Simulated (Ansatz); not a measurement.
Results of r²SCANh in Ansatz (plane waves, PAW) for fluorite PbF2 (high-temperature phase).

Run with plane-wave cutoff 600 eV, 6×6×6 k mesh, finite displacements, scalar-relativistic PAW data made under PBE.

Computed at the level's own relaxed cell.

PbF2 is taken in the cubic space group Fm-3m (No. 225), the fluorite structure, Pearson symbol cF12. Cell: a = b = c = 5.9126 Å, α = β = γ = 90.00°. Pb on 4a is surrounded by 8 F at 2.560 Å (cubic). F on 8c is surrounded by 4 Pb at 2.560 Å (tetrahedral). (Neighbours: up to the widest gap in distance over summed covalent radii, below 1.35, at either atom; cation-cation and far metal-metal contacts left out.)
(The calculation used a cell of 3 atoms; values per cell refer to that cell.)

Harmonic phonon frequencies (cm⁻¹; i marks an imaginary mode; at Γ without the LO shift):

| q point | frequencies |
|---|---|
| Γ | 0 0 0 102 102 102 251 251 251 |
| X | 53 53 119 132 145 145 162 162 334 |
| L | 46 46 102 114 114 169 222 222 301 |

No imaginary mode appears at these points.

Ansatz is a first-principles code.
